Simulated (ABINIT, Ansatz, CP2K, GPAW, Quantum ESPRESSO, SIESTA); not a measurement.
One structure in several programs: Re (P6_3/mmc, 4 atoms in the cell)

Self-consistent single point.

```xyz
4
Lattice="2.7683 0.0000 0.0000 -1.3842 2.3974 0.0000 0.0000 0.0000 8.9451" Properties=species:S:1:pos:R:3 pbc="T T T"
Re     0.0000     0.0000     0.0000
Re     0.0000     0.0000     4.4726
Re     0.0000     1.5983     2.2363
Re     1.3842     0.7991     6.7088
```

All programs got the same cell, k-point mesh and kind of occupations (in Ansatz's words: kpoints.mp_grid.grid = 11 11 3; scf.occupations.method = fermi_dirac; scf.occupations.width = 0.05 eV); potentials, basis and cutoffs are each program's usual ones.

```json
[
 {"code": "CP2K", "model": "PBE, GPW, DZVP-MOLOPT-SR-GTH basis, GTH-PBE potentials (GTH_POTENTIALS)", "pressure (GPa)": "-0.53", "k-points": "182", "cutoff": "grid 500 Ry"},
 {"code": "SIESTA", "model": "GGA PBE, numerical atomic orbitals TZP, PseudoDojo PBE standard norm-conserving potentials (rewritten from UPF to PSML)", "pressure (GPa)": "-1.60", "k-points": "182", "cutoff": "grid 400 Ry"},
 {"code": "Quantum ESPRESSO", "model": "PBE, SSSP 1.1.2 efficiency (PBE) pseudopotentials", "pressure (GPa)": "1.79", "k-points": "32", "cutoff": "40 Ry"},
 {"code": "GPAW", "model": "PBE, GPAW PAW datasets PBE (gpaw-data 1.0.1)", "pressure (GPa)": "1.81", "k-points": "32", "cutoff": "550 eV"},
 {"code": "Ansatz", "model": "PBE, PAW files", "pressure (GPa)": "2.45", "k-points": "32", "cutoff": "420 eV"},
 {"code": "ABINIT", "model": "PBE, norm-conserving pseudopotentials (PseudoDojo nc-sr-05 PBE standard)", "pressure (GPa)": "2.32", "k-points": "32", "cutoff": "36 Ha"}
]
```

The spread over the programs that give each value: pressure within 4.05 GPa.

The starting cell comes from a database of computed structures (which also holds hypothetical and non-ambient phases and stackings), without a prior relaxation at this level. Its lattice was rescaled by a random factor within 2.5 % of one. On Ansatz's run: Spin-orbit coupling is off. Spin polarisation is off.

Q: Why do the programs differ, and what cannot be compared?

A: Differences of this kind can come from the potentials, where these differ, and from what each basis and cutoff leave unconverged. The valence holds different numbers of electrons (CP2K 60, SIESTA 60, Quantum ESPRESSO 60, GPAW 52, Ansatz (an electronic-structure program) 60, ABINIT 60). The zero of total energies and Fermi levels follows the potentials and each program's conventions, so they are not compared here. CP2K and SIESTA use small atom-centred bases, whose incompleteness enters pressures, forces and empty levels differently from a plane-wave cutoff. Ansatz's pressure is given at a fixed set of plane waves, as the other plane-wave codes print theirs; with its correction for the finite basis it is 2.54 GPa. The programs reduce the same mesh by symmetry to different extents, which changes the work and not the result. In the pressure, CP2K (by 2.59) and SIESTA (by 3.67) lie more than 1 GPa from the median of the plane-wave programs.

Left out of this page: Elk and FLEUR (not drawn, or without a comparable value).

Keys are those of Ansatz 0.2.
